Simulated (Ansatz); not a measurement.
We consider C11b MoSi₂, described by rVV10 (Ansatz, a first-principles code, plane waves, PAW).

Input:

Ansatz 0.2 input:
```yaml
crystal:
  lattice:
    - [-1.6356701718, 1.6356701718, 4.0043489722]
    - [1.6356701718, -1.6356701718, 4.0043489722]
    - [1.6356701718, 1.6356701718, -4.0043489722]
  atoms:
    - { symbol: Si, position: [0.6651096553, 0.6651096553, 0.0] }
    - { symbol: Si, position: [0.3348903447, 0.3348903447, 0.0] }
    - { symbol: Mo, position: [0.0, 0.0, 0.0] }
basis:
  ecutwfc: 520
  ecutrho_ratio: 4
  xc_grid: 2
kpoints:
  mp_grid: { grid: [24, 24, 24] }
hamiltonian:
  xc: { exchange: rpw86, correlation: pbe }
  dispersion: rvv10
  pseudopotentials: { kind: paw }
scf:
  occupations: { method: fermi_dirac, width: 0.05 }
output:
  forces: true
  stress: true
  eigenvalues: true
relax:
  f_tol: 0.004
  escape_saddle: false
  max_steps: 80
  cell: { stress_tol: 0.02, fix: [volume] }
```

The run printed, among other lines:

```
Relaxation: its limit of steps is 80 (relax.max_steps)
Crystal: 3 atoms, lattice volume = 42.853 Å³
Basis set: ecut = 520 eV, 1147 PW (Γ), exchange–correlation on 72×72×72 points (8 copies of the dense FFT grid, shifted against one another)
Bands: 15, of which v1, the nominal top of the filled ones, is band 11 counted from 1 (10 counted from 0)
Symmetry: 16 space group operations
Space group: I4/mmm (ITA 139), of the structure as read, at distance tolerance 3.5e-5 Å
k-points: 1063 of 13824
Functional: x = rpw86, c = pbe(β = 0.06672455060314922) + rvv10(b = 6.3, C = 0.0093)
SCF iter   1: F=—  HF=-6287.417377 eV  |F-HF|=—  |Δ(HF+E_count)|=         —  Δρ=8.62e-3  dr2=6.77e-2
SCF iter   2: F=—  HF=-6287.406395 eV  |F-HF|=—  |Δ(HF+E_count)|=   1.10e-2  Δρ=2.66e-3  dr2=3.02e-3
  ...
SCF 1 converged in 6 iterations: F = -6287.405859 eV  dr2 = 2.21e-8
Crystal: 3 atoms, lattice volume = 42.853 Å³
Initial density: handed on by an earlier stage of this run
SCF 2 converged in 4 iterations: F = -6287.406590 eV  dr2 = 1.11e-7
Crystal: 3 atoms, lattice volume = 42.853 Å³
SCF 3 converged in 4 iterations: F = -6287.406665 eV  dr2 = 2.16e-8
Crystal: 3 atoms, lattice volume = 42.853 Å³
SCF iter   4: F=—  HF=-6287.406666 eV  |F-HF|=—  |Δ(HF+E_count)|=  4.82e-11  Δρ=3.61e-7  dr2=4.74e-11
SCF iter   5: F=-6287.406666 eV  HF=-6287.406666 eV  |F-HF|=0.00e0  |Δ(HF+E_count)|=  2.82e-11  Δρ=6.74e-8  dr2=1.55e-12
SCF 4 converged in 5 iterations: F = -6287.406666 eV  dr2 = 1.55e-12
SCF converged after 5 iterations
Free energy (F): -6287.406666 eV
Internal energy: -6287.404499 eV  (E = F + TS)
E sigma→0 (E₀):  -6287.405582 eV
Fermi energy:    14.872837 eV
--- Forces (eV/Å), atoms counted from 1 ---
  atom   1  Si     0.00000000    -0.00000000    -0.00047286
  atom   2  Si     0.00000000    -0.00000000     0.00047286
  atom   3  Mo     0.00000000     0.00000000    -0.00000000
--- Stress (GPa, compression-positive) ---
       -6.987340       0.000000       0.000000
        0.000000      -6.987340       0.000000
        0.000000      -0.000000      -6.983840
  P = ⅓ Tr σ = -6.9862 GPa (-69.862 kbar)
```

The cell is one volume of an energy–volume scan, off the minimum.

The PAW data were made under PBE.
